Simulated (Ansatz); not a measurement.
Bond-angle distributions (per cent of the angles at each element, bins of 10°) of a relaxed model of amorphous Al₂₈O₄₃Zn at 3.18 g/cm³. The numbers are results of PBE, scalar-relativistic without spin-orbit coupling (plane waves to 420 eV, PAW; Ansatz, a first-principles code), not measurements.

The cell was made by melting and quenching with the CHGNet potential and then relaxed with DFT. O atoms were pushed apart under 1.9 Å during the dynamics, to hinder bonds among them. The hot cell started wider than the set density and was brought back towards it in steps. It is the lowest in DFT energy of 2 quenches. It is a model cell: composition and starting density were chosen by hand, and all elements were melted together. No dispersion term was used. Its density started from a set value of 3.17 and ended at 3.18 g/cm³. Cooling (nominally 340 K/ps over its main leg) ran many orders faster than in experiment, which tends to leave more defects and strain. One small periodic cell is one sample of the glass; other quenches scatter about these values. Volume and shape were free in the relaxation.

Neighbours within Al-Al 2.66 Å, Al-O 2.20 Å, Al-Zn 2.67 Å, O-O 1.58 Å, O-Zn 2.26 Å, Zn-Zn 2.68 Å count as bonded. Two cations that share two anions don't count as bonded, nor two that share one unless they lie closer than Al-Al 2.59 Å, Al-Zn 2.60 Å, Zn-Zn 2.61 Å.

```csv
angle (°),at Al,at O
50-60,0,0
60-70,0,0
70-80,3,0
80-90,19,2
90-100,24,22
100-110,21,16
110-120,12,21
120-130,9,18
130-140,2,11
140-150,1,9
150-160,5,2
160-170,3,0
170-180,1,1
```

They go with these counts of neighbours within the cut-offs, cation contacts included: Al mean 4.5, most often 4; O mean 3.0, most often 3.
